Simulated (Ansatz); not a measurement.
# A computed series for SiO2: response to strain

Base system: SiO$_{2}$ in the rutile structure (space group P4_2/mnm, No. 136; a = 4.2361 Å, c = 2.6904 Å). Axes: x, y, z lie along a, b, c of the conventional cell.

Strains are applied to the cell and any free atomic positions relax.

All numbers come from PBE (Ansatz, a program for electronic structure), no spin-orbit coupling.

Notes on the quantities. energy relative to the base: free energy F.

```tsv
uniaxial strain ε_zz (%)	energy relative to the base (meV/atom)
0	0.0
0.6	0.6
1.2	2.4
1.8	?
2.4	9.4
3	14.5
```

Question: Fit ΔE = Aε² + Bε³ (ε in %) to the rows shown and predict the withheld row.

Answer: Least squares on the printed values gives A = 1.71 and B = -0.033 meV/atom (largest residual 0.0 meV/atom); this predicts 5.3 meV/atom, and the run gives 5.4 meV/atom, in agreement.

No phonon test of stability was made.
